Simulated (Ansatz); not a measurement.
An Ansatz (an electronic-structure program) run: Hf with a change (biaxial strain −2.48 %, plane normal [001], relaxed out of plane); PBEsol (Ansatz), no spin-orbit coupling.

Input:

Ansatz 0.2 input:
```yaml
crystal:
  lattice:
    - [3.0807071705, 0, 0]
    - [1.5403535852, 2.6679706712, 0]
    - [0, 0, 5.0620974787]
  atoms:
    - { symbol: Hf, position: [0.3333333333, 0.3333333333, 0.75] }
    - { symbol: Hf, position: [0.6666666667, 0.6666666667, 0.25] }
basis: { ecutwfc: 420, ecutrho_ratio: 4, xc_grid: 2, fft_grid_basis: typed }
kpoints: { mp_grid: { grid: [17, 17, 9] } }
hamiltonian:
  xc: pbesol
  dispersion: none
  pseudopotentials: { kind: paw }
scf: { occupations: { method: fermi_dirac, width: 0.05 } }
relax: { f_tol: 0.005, max_steps: 50, cell: { stress_tol: 0.01, fix: [a, b, gamma] } }
output: { forces: true, stress: true }
checkpoint: { write: state.ck, write_every: 1000 }
```

Output (explanatory and most iteration lines left out):

```
Relaxation: its limit of steps is 50 (relax.max_steps)
Pseudopotential: Hf, paw, valence charge 26
Crystal: 2 atoms, lattice volume = 41.607 Å³
Basis set: ecut = 420 eV, 785 PW (Γ), exchange–correlation on 48×48×72 points (8 copies of the dense FFT grid, shifted against one another)
Bands: 32, of which v1, the nominal top of the filled ones, is band 26 counted from 1 (25 counted from 0)
Symmetry: 24 space group operations
Space group: P63/mmc (ITA 194), of the structure as read, at distance tolerance 3.5e-5 Å
k-points: 165 of 2601
Functional: x = pbesol(κ = 0.804, μ = 0.12345679012345678), c = pbesol(β = 0.046)
SCF iter   1: F=—  HF=-31196.019854 eV  |F-HF|=—  |Δ(HF+E_count)|=         —  Δρ=3.28e-3  dr2=2.04e-3  ethr=1.77e-3  ⟨swp⟩=4.8  Hψ=17636  notcnv=0
SCF iter   2: F=—  HF=-31196.020301 eV  |F-HF|=—  |Δ(HF+E_count)|=   4.47e-4  Δρ=1.90e-3  dr2=6.35e-4  ethr=3.93e-6  ⟨swp⟩=2.1  Hψ=10020  notcnv=0
SCF 1 converged in 6 iterations: F = -31196.020466 eV  dr2 = 1.01e-8
relax step   1: F+E_penalty+E_count = -31196.02046590 eV  Δ(F+E_penalty+E_count) = +0.000e0 eV  max|allowed force component| = 1.665e-16 eV/Å  Δτ_max = 0.0000 Å  P = +4.468 GPa  Ω = 41.607 Å³  fix = [a, b, gamma]  reactions: a +6.057, b +6.057 GPa  (6 SCF iters, dr2 threshold 1.00e-7 eV, accepted)
[... steps on the carried basis left out ...]
relax step   4: F+E_penalty+E_count = -31196.02143290 eV  Δ(F+E_penalty+E_count) = -1.219e-6 eV  max|allowed force component| = 1.110e-16 eV/Å  Δτ_max = 0.0000 Å  P = +3.677 GPa  Ω = 41.867 Å³  energy of the carried Pulay correction = -7.565e-5 eV  fix = [a, b, gamma]  reactions: a +5.516, b +5.516 GPa  (5 SCF iters, dr2 threshold 7.36e-10 eV, accepted)
Crystal: 2 atoms, lattice volume = 41.867 Å³
SCF iter   1: F=—  HF=-31196.021501 eV  |F-HF|=—  |Δ(HF+E_count)|=         —  Δρ=9.18e-6  dr2=4.73e-9  ethr=4.01e-9  ⟨swp⟩=3.9  Hψ=35079  notcnv=0
SCF iter   2: F=—  HF=-31196.021510 eV  |F-HF|=—  |Δ(HF+E_count)|=   8.60e-6  Δρ=6.10e-6  dr2=5.87e-9  ethr=9.10e-12  ⟨swp⟩=3.1  Hψ=12219  notcnv=0
SCF 5 converged in 6 iterations: F = -31196.021510 eV  dr2 = 1.09e-13
SCF converged after 6 iterations
Free energy (F): -31196.021510 eV
Internal energy: -31196.008706 eV  (E = F + TS)
E sigma→0 (E₀):  -31196.015108 eV
Entropy (-TS):   -0.012804 eV (-6.402 meV/atom)
Fermi energy:    21.216035 eV
--- Forces (eV/Å), atoms counted from 1 ---
  atom   1  Hf     0.00000000     0.00000000    -0.00000000
  atom   2  Hf    -0.00000000    -0.00000000     0.00000000
--- Stress (GPa, compression-positive) ---
        5.515658       0.000000      -0.000000
        0.000000       5.515658      -0.000000
       -0.000000      -0.000000       0.001279
  P = ⅓ Tr σ = 3.6775 GPa (36.775 kbar)
--- Relaxed structure (4 steps of the walk, 4 accepted, 1 SCFs on fresh bases) ---
  cell:  # Å, volume = 41.8666 Å³
    - [3.0807071704573468, 2.8867614027523296e-11, 3.4245242235804155e-34]
    - [1.5403535852036734, 2.667970671251373, 4.9251308330169415e-34]
    - [5.627044207250639e-34, 6.095964557854858e-34, 5.093730871461316]
  atoms:
    - { symbol: Hf, position: [0.3333333333333333, 0.33333333333333326, 0.7500000000000001] }
    - { symbol: Hf, position: [0.6666666666666666, 0.6666666666666665, 0.25] }
```

Without a gap, meshes like the base's 17×17×9 leave anisotropic stresses uncertain by several tenths of a GPa, and small strain energies with them. Stability against distortions was not tested. All final runs are without spin polarisation. The cell was made from Hf in the hcp (Mg type) structure (space group P6_3/mmc, No. 194) by this change: biaxial strain −2.48 %, plane normal [001], relaxed out of plane.
